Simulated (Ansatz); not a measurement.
Pair distribution function (Se-W) of WSe2 (2H layers), cell W32Se64, begun in the crystal structure [in the run: it stayed crystalline; mean temperature 1127 K (target 1050 K); density 9.19 g/cm³, volume +2 % from the start crystal's; under uneven stress (diagonal components 1.3 GPa apart); Γ point only, which a denser mesh shifts by -0.4 GPa in pressure and 0.04 eV/Å in forces], from MD at 1127 K. All values below come from PBE + D3(BJ), large-core Se (plane waves, PAW; Ansatz, a first-principles code). Volume per atom 20.59 Å³, mean pressure 0.4 GPa. 

| r (Å) | g(r) |
|---|---|
| 1.62 | 0.00 |
| 1.66 | 0.00 |
| 1.70 | 0.00 |
| 1.74 | 0.00 |
| 1.78 | 0.00 |
| 1.82 | 0.00 |
| 1.86 | 0.00 |
| 1.90 | 0.00 |
| 1.94 | 0.00 |
| 1.98 | 0.00 |
| 2.02 | 0.00 |
| 2.06 | 0.00 |
| 2.10 | 0.00 |
| 2.14 | 0.00 |
| 2.18 | 0.00 |
| 2.22 | 0.00 |
| 2.26 | 0.03 |
| 2.30 | 0.13 |
| 2.34 | 0.74 |
| 2.38 | 2.10 |
| 2.42 | 4.16 |
| 2.46 | 6.56 |
| 2.50 | 8.36 |
| 2.54 | 8.94 |
| 2.58 | 8.15 |
| 2.62 | 6.57 |
| 2.66 | 4.64 |
| 2.70 | 2.89 |
| 2.74 | 1.71 |
| 2.78 | 0.86 |
| 2.82 | 0.41 |
| 2.86 | 0.14 |
| 2.90 | 0.06 |
| 2.94 | 0.02 |
| 2.98 | 0.01 |
| 3.02 | 0.00 |
| 3.06 | 0.00 |
| 3.10 | 0.00 |
| 3.14 | 0.00 |
| 3.18 | 0.00 |
| 3.22 | 0.00 |
| 3.26 | 0.00 |
| 3.30 | 0.00 |
| 3.34 | 0.00 |
| 3.38 | 0.00 |
| 3.42 | 0.00 |
| 3.46 | 0.00 |
| 3.50 | 0.00 |
| 3.54 | 0.00 |
| 3.58 | 0.00 |
| 3.62 | 0.00 |
| 3.66 | 0.01 |
| 3.70 | 0.02 |
| 3.74 | 0.07 |
| 3.78 | 0.12 |
| 3.82 | 0.22 |
| 3.86 | 0.36 |
| 3.90 | 0.54 |
| 3.94 | 0.77 |
| 3.98 | 1.03 |
| 4.02 | 1.39 |
| 4.06 | 1.64 |
| 4.10 | 1.83 |
| 4.14 | 2.03 |
| 4.18 | 2.08 |
| 4.22 | 1.98 |
| 4.26 | 1.84 |
| 4.30 | 1.55 |
| 4.34 | 1.23 |
| 4.38 | 0.92 |
| 4.42 | 0.68 |
| 4.46 | 0.44 |
| 4.50 | 0.30 |
| 4.54 | 0.24 |
| 4.58 | 0.24 |
| 4.62 | 0.26 |
| 4.66 | 0.29 |
| 4.70 | 0.39 |
| 4.74 | 0.41 |
| 4.78 | 0.50 |
| 4.82 | 0.57 |
| 4.86 | 0.54 |
| 4.90 | 0.53 |
| 4.94 | 0.56 |
| 4.98 | 0.61 |
| 5.02 | 0.67 |
| 5.06 | 0.87 |
| 5.10 | 1.13 |
| 5.14 | 1.46 |
| 5.18 | 1.84 |

### Question
From the above, determine where the first shell ends and the number of neighbours in it.

### Answer
g is nil from 3.0 to 3.6 Å, so any cut there serves; 3.0 W round each Se and 6.0 Se round each W in the shell, from n = 4πρ∫r²g(r)dr.
